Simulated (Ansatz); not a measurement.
Ga vacancy (V_Ga) in beta Ga2O3: one set of geometries, relaxed with PBE, evaluated in Ansatz (PAW, plane waves to 420 eV, 500 eV under r2SCAN) with PBE, r2SCAN.

Cell and caveats: 120-site cell; 2×2×2 shifted k-points; start: the Ga(1) site; charged states image-corrected; corrections reach 1.9 eV, so highly charged states may be off by several tenths; flagged in the runs: a host whose relaxation on this sampling wasn't shown to rest, a strain field that reaches the edge of the cell.

| quantity | PBE | r2SCAN |
|---|---|---|
| host gap (eV) | 2.01 | [?] |
| ε(0/−1) above the VBM (eV) | 0.47 | not settled |
| largest moment on one atom at charge −1 (μB) | 0.44 | [?] |

### Question
Given the lower rungs, what does r2SCAN give?

### Answer

- host gap (eV), r2SCAN: 2.65
- largest moment on one atom at charge −1 (μB), r2SCAN: 0.50

Ansatz is a first-principles code.
